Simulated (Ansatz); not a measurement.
The parent structure is TiSi$_{2}$ (space group Fddd, No. 70; a = 4.806 Å, b = 8.265 Å, c = 8.565 Å). Axes: x, y, z lie along a, b, c of the conventional cell.

(Cell as relaxed with PBE.)

Levels (all Ansatz, a first-principles code, PAW): PBE (420 eV, no spin-orbit coupling); r2SCAN (500 eV, no spin-orbit coupling).

Each level relaxes its own structure.

```json
[
 {"base": "volume per atom", "PBE": "14.18 Å³", "r2SCAN": "13.96 Å³"},
 {"base": "band gap", "PBE": "zero", "r2SCAN": "zero"}
]
```

Now apply this change: biaxial strain −4.33 %, plane normal [001], relaxed out of plane (Cartesian); in-plane vectors clamped, the third vector and the atoms free.

| quantity | PBE | r2SCAN |
|---|---|---|
| pressure (mean of the normal stresses, compression positive) | 12.0 GPa | 12.7 GPa |
| energy relative to the base (free energy F) | +62 meV/atom | +64 meV/atom |
| volume per atom | 13.13 Å³ | 12.93 Å³ |

PBE's pressure lies 0.7 GPa below r2SCAN's; PBE's energy relative to the base lies 2.1 meV/atom below r2SCAN's; PBE's volume per atom lies 0.206 Å³ above r2SCAN's (1.6 %). Neither level is exact; r2SCAN is the comparison here, not a measurement.

Without a gap, meshes like the base's 13×13×13 leave anisotropic stresses uncertain by several tenths of a GPa, and small strain energies with them. No phonon test of stability was made. The final runs are not spin-polarised.
